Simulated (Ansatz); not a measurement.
## Al: response to strain

The reference is Al in the fcc (Cu type) structure (space group Fm-3m, No. 225; a = 3.9839 Å; relaxed with 0.1 eV smearing).

Strains are applied to the cell and any free atomic positions relax.

Calculations: LDA (Ansatz, a program for electronic structure, PAW, without spin-orbit coupling).

Notes on the quantities. energy relative to the base: free energy F.

| isotropic strain (%) | energy relative to the base (meV/atom) |
|---|---|
| -2 | 16.0 |
| -1.5 | 8.8 |
| 0 | 0.0 |
| 0.5 | 0.9 |
| 1 | ? |
| 1.5 | 7.9 |
| 2 | 13.8 |
| 2.5 | 21.2 |
| 3 | 30.0 |

Problem. Fit ΔE = Aε² + Bε³ (ε in %) to the rows shown and predict the withheld row.

Solution. Least squares on the printed values gives A = 3.73 and B = -0.13 meV/atom (largest residual 0.0 meV/atom); this predicts 3.6 meV/atom, and the run gives 3.6 meV/atom, in agreement.

Whether these cells are dynamically stable was not tested.
